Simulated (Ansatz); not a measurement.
The starting structures come from a database of crystals and need not be the phases stable at ambient conditions.

By PBEsol, the system below comes out a metal.

Data:

```xyz
3
Lattice="3.1854 0.0000 0.0000 -1.5927 2.7586 0.0000 1.5927 0.9195 7.6999" Properties=species:S:1:pos:R:3 pbc="T T T"
Mg     0.0000     0.0000     0.0000
Mg     1.5927     2.7586     5.1266
Mg     1.5927     0.9195     2.5733
```

The cell is taken as given.

The current flows along the normal of the first two printed cell vectors, the (001) plane of the conventional cell. No spin-orbit coupling; the value is a mean over 0.1 eV about the Fermi level.

Question: Give the ballistic conductance per area that PBEsol in Ansatz (an electronic-structure program) yields.

Answer: 0.79 × 10¹⁵ S/m² for both spins.
